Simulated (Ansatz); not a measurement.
Base system: HfO₂ in the rutile structure (space group P4_2/mnm, No. 136; a = 4.830 Å, c = 3.210 Å; a cell from a computed database, its experimental status unchecked).

Perturbation: cell and atoms relaxed at a pressure of 5 GPa.

Levels (all Ansatz, a first-principles code, PAW): PBEsol (420 eV, scalar-relativistic without spin-orbit coupling); PBEsol+SOC (420 eV, noncollinear with spin-orbit coupling).

The geometry is relaxed with PBEsol.

| Item | Value |
|---|---|
| PBEsol lowest conduction level above the VBM at special points | Γ 3.96 eV; R 4.19 eV; M 4.23 eV; X 4.67 eV |
| PBEsol pressure | 5.00 GPa |
| PBEsol width of the top valence band | 1.31 eV |
| PBEsol valence-band top at Γ | 0.00, -0.38, -0.38 eV |

Q: How does going to PBEsol+SOC change the lowest conduction level above the VBM at special points, pressure, width of the top valence band and valence-band top at Γ?

A: The lowest conduction level above the VBM at special points becomes Γ 3.95 eV; R 4.15 eV; M 4.23 eV; X 4.67 eV (PBEsol: Γ 3.96 eV; R 4.19 eV; M 4.23 eV; X 4.67 eV); the pressure shrinks by 0.31 GPa, from 5.00 GPa to 4.69 GPa; the width of the top valence band falls by 0.06 eV (1.31 eV → 1.25 eV); the valence-band top at Γ (three highest Kramers pairs, from the VBM) changes from 0.00, -0.38, -0.38 eV to 0.00, -0.34, -0.39 eV.

Single points use the geometry relaxed with PBEsol. Differences between runs with and without spin-orbit coupling are approximate. With Hf present, leaving out spin-orbit coupling can change the band edges. The levels and masses belong to the bands next to the band gap. Load acts through the strain it causes; cell and atoms are relaxed under it. Whether these cells are dynamically stable was not tested. Competing high-pressure phases were not computed. This is not the structure that HfO2 has at room temperature and ambient pressure.
